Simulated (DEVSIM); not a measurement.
Structure: illuminated Si p-on-n cell, one wavelength, with a back-surface field, at 300 K.

Layer 1 from the left is Si, thickness (μm) 0.0690, Na (cm⁻³) 2.6e18, τn (s) 2.2e-8, τp (s) 4.1e-9, absorption coefficient (cm⁻¹) 130. Layer 2 from the left is Si, thickness (μm) 110, Nd (cm⁻³) 2.4e17, τn (s) 1.8e-7, τp (s) 1.8e-7, absorption coefficient (cm⁻¹) 130. Layer 3 from the left is Si, thickness (μm) 1.70, Nd (cm⁻³) 6.7e18, τn (s) 1.8e-7, τp (s) 1.8e-7, absorption coefficient (cm⁻¹) 130.

Left contact: ohmic, minority electron recombination velocity 20000 cm/s. Right contact: ohmic, minority hole recombination velocity 2e6 cm/s. Voltage is applied to the left contact. Recombination: SRH at mid-gap, radiative, Auger. Gap narrowing is on: ΔEg = 6.92 meV × (l + √(l² + 0.5)), l = ln(N/1.3e17 cm⁻³), shared equally by both band edges. Light enters at the left, 1.7e17 photons cm⁻² s⁻¹, one pass, no reflection. Mobility is constant in doping.

This is a model device: material constants are rounded textbook-type values typed into the input, and sizes, dopings and lifetimes were drawn at random. Values at 300 K.

Si: gap (eV) 1.124, affinity (eV) 4.05, permittivity 11.7, Nc (cm⁻³) 2.86e19, Nv (cm⁻³) 3.1e19, μn (cm²/Vs) 1417, μp (cm²/Vs) 470, B (cm³/s) 4.7e-15, Cn (cm⁶/s) 2.8e-31, Cp (cm⁶/s) 9.9e-32.

DEVSIM, 1D drift-diffusion, Boltzmann statistics, complete ionisation; no tunnelling, impact ionisation, image-force lowering or self-heating.

Dark forward current:

| |V| (V) | |J| (A/cm²) |
|---|---|
| 0.05 | 5.249e-9 |
| 0.10 | 1.850e-8 |
| 0.15 | 5.451e-8 |
| 0.20 | 1.551e-7 |
| 0.25 | 4.462e-7 |
| 0.30 | 1.348e-6 |
| 0.35 | 4.521e-6 |
| 0.40 | 1.798e-5 |
| 0.45 | 8.738e-5 |
| 0.50 | 0.0005009 |
| 0.55 | 0.003172 |
| 0.60 | 0.02110 |
| 0.65 | 0.1434 |
| 0.70 | 0.9780 |
| 0.75 | 6.453 |
| 0.80 | 35.44 |
| 0.85 | 124.8 |
| 0.90 | 283.4 |
| 0.95 | 496.6 |
| 1.00 | 754.2 |
| 1.05 | 1053 |
| 1.10 | 1393 |
| 1.15 | 1778 |
| 1.20 | 2209 |

**Question.** Work out the local ideality factor n = ΔV / (kT/q · ln(J2/J1)) between the rows 0.15 and 0.20 V, 0.65 and 0.70 V, 1.15 and 1.20 V.

**Answer.** kT/q = 25.85 mV. From 0.15 to 0.20 V: ln(1.551e-7/5.451e-8) = 1.046, n = 1.85. From 0.65 to 0.70 V: ln(0.9780/0.1434) = 1.920, n = 1.01, near the 1 of diffusion or emission over a barrier. From 1.15 to 1.20 V: ln(2209/1778) = 0.217, n = 8.91.

**Question.** What current could the absorbed light give at most, and what share is collected?

**Answer.** Σ αd = 1.45, so qΦ(1 − exp(−Σ αd)) = 20.9 mA/cm². The simulated short-circuit current is 4.426 mA/cm², a share of 0.21.

**Question.** Estimate the open-circuit voltage by superposition: the voltage at which the dark current equals that short-circuit current.

**Answer.** Interpolating ln J in the table gives 0.559 V. The simulation gives 0.559 V, the same within the digits that matter. Superposition holds where collection doesn't change with voltage.

**Question.** Estimate the fill factor from FF0 = (v − ln(v + 0.72))/(v + 1), v = qVoc/(nkT), with n from the dark curve.

**Answer.** The rows about Voc, 0.55 and 0.60 V, give n = 1.02, so v = 21.2 and FF0 = 0.816. The simulation gives 0.810, the same within the digits that matter.
